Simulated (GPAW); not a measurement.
# Several settings converged on NiAl (P4mm, 2 atoms in the cell)

```yaml
crystal:
  lattice:
    - [2.88133, 0.00000, 0.00000]
    - [0.00000, 2.88133, 0.00000]
    - [0.00000, 0.00000, 2.88133]
  atoms:
    - { symbol: Al, position: [0.50000, 0.50000, 0.51735] }
    - { symbol: Ni, position: [0.00000, 0.00000, 0.00000] }
```

Base method: LDA (Perdew-Wang 92), GPAW PAW datasets LDA (gpaw-data 1.0.1) (plane waves; GPAW).

Base settings: mode = pw; ecut = 850 eV; xc = LDA; kpts = 4 4 4; mesh shift (steps) = 0 0 0; occupations.name = fermi-dirac; occupations.width = 0.1 eV; nbands = -8; symmetry.symmorphic = false; symmetry.tolerance = 0.0005.

The count of work is k-points × plane waves × bands × iterations; it is no time. 

**The cutoff for other potential files**

In this ladder: setups = {Ni: 10}.

The second cell is the first with its lattice scaled by 0.98.

The mesh stays at the base's, so the ladder's end is converged at best in this setting alone.

Only quantities that move along the ladder and can be compared are tabulated.

| ecut | free energy less the last step's (meV/atom) | energy of the compressed cell less the first (meV/atom) | pressure (GPa) | largest difference of a force vector from the last step's (eV/Å) | count of work / last |
|---|---|---|---|---|---|
| 380 eV | 355.42 | -16.83 | -9.97 | 0.004 | 0.093 |
| 470 eV | 246.58 | -16.65 | -16.19 | 0.003 | 0.15 |
| 595 eV | 67.37 | -15.28 | -13.63 | 0.002 | 0.27 |
| 720 eV | 8.37 | -16.51 | -9.79 | 0.012 | 0.26 |
| 850 eV | 0.57 | -16.84 | -8.87 | 0.006 | 0.46 |
| 1020 eV | 0.10 | -16.93 | -8.81 | 0.001 | 0.55 |
| 1275 eV | 0.00 | -16.93 | -8.81 | 0.001 | 0.73 |
| 1700 eV | 0.00 | -16.93 | -8.80 | 0.000 | 1.0 |

Coarsest ecut that holds the free energy within 1 meV/atom of the last step, with all finer ones: 850 eV; the step before is off by 8.4 meV/atom.

Coarsest ecut that holds the energy of the compressed cell less the first within 0.2 meV/atom of the last step, with all finer ones: 850 eV; the step before is off by 0.42 meV/atom.

Coarsest ecut that holds the pressure within 0.5 GPa of the last step, with all finer ones: 850 eV; the step before is off by 0.99 GPa.

The energy difference between the two cells stays within 1 meV/atom of the last step's from 720 eV on, the total only from 850 eV on: much of the error is common to both cells and cancels.

At the lowest cutoff the pressure lies 1.2 GPa under the last step's, the usual sign of Pulay stress in an incomplete plane-wave basis.

**The relaxed cell against the cutoff**

On NiAl (Pm-3m, 2 atoms in the cell): atoms on their sites.

In this ladder: convergence.density = 1e-05 e/electron; optimizer = BFGS; fmax = 0.05 eV/Å.

The mesh stays at the base's, so the ladder's end is converged at best in this setting alone.

Only quantities that move along the ladder and can be compared are tabulated.

| ecut | relaxed volume (Å³/atom) | relaxation steps |
|---|---|---|
| 425 eV | 11.272 | 2 |
| 510 eV | 11.325 | 2 |
| 595 eV | 11.337 | 2 |
| 720 eV | 11.337 | 2 |
| 850 eV | 11.339 | 2 |
| 1020 eV | 11.339 | 2 |
| 1275 eV | 11.339 | 2 |
| 1700 eV | 11.339 | 2 |

Coarsest ecut that holds the relaxed volume within 0.023 Å³/atom of the last step, with all finer ones: 510 eV; the step before is off by 0.067 Å³/atom.

At the lowest cutoff the cell relaxes to a volume 0.6 % smaller than at the highest.

On the base run: the starting cell has typed, rounded lattice constants, without a prior relaxation at this level. Its lattice was rescaled by up to half a per cent. One atom was moved a little off its site on purpose. Spin polarisation is off. Without a gap this mesh is coarse (it stands for a supercell whose shortest vector is 12 Å).
